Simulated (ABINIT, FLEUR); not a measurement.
An ABINIT input for a self-consistent single point of CaF (P6_3mc, 4 atoms in the cell) (DFT, PBEsol, plane waves, norm-conserving pseudopotentials (PseudoDojo nc-sr-04 PBEsol standard)):

```
# CaF, PseudoDojo nc-sr-04 PBEsol standard
pp_dirpath "./"
pseudos "Ca.upf, F.upf"
acell 3*1.0
rprim
         7.4705031685   -0.0000000135    0.0000000000
        -3.7352515726    6.4696455297    0.0000000000
         0.0000000000    0.0000000000   12.1629765368
natom 4
ntypat 2
znucl 20 9
typat 1 1 2 2
xred
         0.3333333333    0.6666666667    0.9998800000
         0.6666666667    0.3333333333    0.4998800000
         0.3333333333    0.6666666667    0.3751200000
         0.6666666667    0.3333333333    0.8751200000
ecut 42 Ha
occopt 7
tsmear 0.136 eV
nband 23
kptopt 1
ngkpt 13 13 7
nshiftk 1
shiftk 0 0 0
nstep 50
tolvrs 1.0e-11
prtwf 0
prtden 0
prtvol 1
```

Q: Write the same calculation as an input for FLEUR.

A: One input that does it (others would too):

Input of the input generator:

```
CaF
&input film=f /
7.4705031685 -0.0000000135 0.0000000000
-3.7352515726 6.4696455297 0.0000000000
0.0000000000 0.0000000000 12.1629765368
1.0
1.0 1.0 1.0

4
20 0.3333333333 0.6666666667 0.9998800000
20 0.6666666667 0.3333333333 0.4998800000
9 0.3333333333 0.6666666667 0.3751200000
9 0.6666666667 0.3333333333 0.8751200000

&comp jspins=1 /
&exco xctyp='PBEs' /
&kpt div1=13 div2=13 div3=7 /
&end /
```

```xml
<?xml version="1.0" encoding="UTF-8" standalone="no"?>
<fleurInput fleurInputVersion="0.39">
   <comment>
      CaF                                                                                                 
   </comment>
   <calculationSetup>
      <cutoffs Kmax="3.9" Gmax="13.7" GmaxXC="13.7" numbands="0"/>
      <scfLoop itmax="100" minDistance="0.00001" maxIterBroyd="15" imix="Anderson" alpha="0.05" precondParam="0.0" spinf="2.0"/>
      <coreElectrons ctail="T" frcor="F" kcrel="0" coretail_lmax="0"/>
      <xcFunctional name="PBEs" relativisticCorrections="F"/>
      <magnetism jspins="1"/>
      <soc l_soc="F" theta="0.0" phi="0.0" spav="F"/>
      <expertModes spex="0" secvar="F"/>
      <geometryOptimization l_f="T" forcealpha="1.0" forcemix="BFGS" epsdisp="0.00001" epsforce="0.00001"/>
      <ldaU l_linMix="F" mixParam="0.05" spinf="1.0"/>
   </calculationSetup>
   <cell>
      <bzIntegration valenceElectrons="34.0" mode="gauss" fermiSmearingEnergy="0.00499791">
         <kPointListSelection listName="default-1"/>
         <!-- k-points included here -->
         <xi:include xmlns:xi="http://www.w3.org/2001/XInclude" href="kpts.xml"> </xi:include>
      </bzIntegration>
      <!-- symmetry operations included here -->
      <xi:include xmlns:xi="http://www.w3.org/2001/XInclude" href="sym.xml"> </xi:include>
      <bulkLattice scale="1.0">
         <bravaisMatrix>
            <row-1>    7.4705031684999996    -0.0000000135000000     0.0000000000000000</row-1>
            <row-2>   -3.7352515726000002     6.4696455297000002     0.0000000000000000</row-2>
            <row-3>    0.0000000000000000     0.0000000000000000    12.1629765368000005</row-3>
         </bravaisMatrix>
      </bulkLattice>
   </cell>
   <atomSpecies>
      <species name="Calcium (Ca)" element="Ca" atomicNumber="20">
         <mtSphere radius="2.63" gridPoints="925" logIncrement="0.013"/>
         <atomicCutoffs lmax="10" lnonsphr="8"/>
         <electronConfig flipSpins="F">
            <coreConfig>(1s1/2) (2s1/2) (2p1/2) (2p3/2)</coreConfig>
            <valenceConfig>(3s1/2) (3p1/2) (3p3/2) (4s1/2)</valenceConfig>
         </electronConfig>
         <energyParameters s="4" p="4" d="3" f="4"/>
         <lo type="SCLO" l="0" n="3" eDeriv="0"/>
         <lo type="SCLO" l="1" n="3" eDeriv="0"/>
      </species>
      <species name="Fluorine (F)" element="F" atomicNumber="9">
         <mtSphere radius="1.51" gridPoints="533" logIncrement="0.02"/>
         <atomicCutoffs lmax="6" lnonsphr="4"/>
         <electronConfig flipSpins="F">
            <coreConfig>(1s1/2)</coreConfig>
            <valenceConfig>(2s1/2) (2p1/2) (2p3/2)</valenceConfig>
            <stateOccupation state="(2p1/2)" spinUp="0.8333333333333" spinDown="0.8333333333333"/>
            <stateOccupation state="(2p3/2)" spinUp="1.6666666666667" spinDown="1.6666666666667"/>
         </electronConfig>
         <energyParameters s="2" p="2" d="3" f="4"/>
      </species>
   </atomSpecies>
   <atomGroups>
      <atomGroup species="Calcium (Ca)">
         <relPos label="                   1">1.000/3.000 -1.000/3.000 -.0001200000</relPos>
         <relPos label="                   2">-1.000/3.000 1.000/3.000 .4998800000</relPos>
         <force calculate="T" relaxXYZ="TTT"/>
      </atomGroup>
      <atomGroup species="Fluorine (F)">
         <relPos label="                   3">1.000/3.000 -1.000/3.000 .3751200000</relPos>
         <relPos label="                   4">-1.000/3.000 1.000/3.000 -.1248800000</relPos>
         <force calculate="T" relaxXYZ="TTT"/>
      </atomGroup>
   </atomGroups>
   <output dos="F" band="F" slice="F">
      <checks vchk="F" cdinf="F"/>
      <bandDOS minEnergy="-.5*Htr" maxEnergy="0.5*Htr" sigma="0.015" storeEVData="T"/>
      <vacuumDOS vacdos="F" integ="F" star="F" nstars="0" locx1="0.0" locy1="0.0" locx2="0.0" locy2="0.0" nstm="0" tworkf="0.0"/>
      <unfoldingBand unfoldBand="F" supercellX="1" supercellY="1" supercellZ="1"/>
      <plotting iplot="0" polar="F">
         <plot TwoD="T" vec1="  1.0  0.0  0.0" vec2="  0.0  1.0  0.0" vec3="  0.0  0.0  1.0" zero="  0.0  0.0  0.0" file="plot"/>
      </plotting>
      <chargeDensitySlicing numkpt="0" minEigenval="0.0" maxEigenval="0.0" nnne="0" pallst="F"/>
      <specialOutput eonly="F"/>
      <magneticCircularDichroism mcd="F" energyLo="-10.0" energyUp="0.0"/>
   </output>
  <!-- We include the file relax.xml here to enable relaxations (see documentation) -->
  <xi:include xmlns:xi="http://www.w3.org/2001/XInclude" href="relax.xml"> <xi:fallback/> </xi:include>
</fleurInput>
```

Basis, cutoffs, solver keys and any potentials are the target program's own. This input uses DFT, PBEsol, all-electron FLAPW (FLEUR), scalar-relativistic valence. Both were run: largest force 0.003 eV/Å in ABINIT and 0.005 in FLEUR.

On FLEUR: the starting cell comes from a database of computed structures (which also holds hypothetical and non-ambient phases and stackings), without a prior relaxation at this level. Values depend on the basis (sphere radii, cutoffs, local orbitals), which need not be converged. No gap is read from this output.

On ABINIT: the starting cell comes from a database of computed structures (which also holds hypothetical and non-ambient phases and stackings), without a prior relaxation at this level. The run gives no clean gap (levels at the Fermi energy touch, overlap or are partly filled at this smearing), which alone does not show that the compound is a metal.
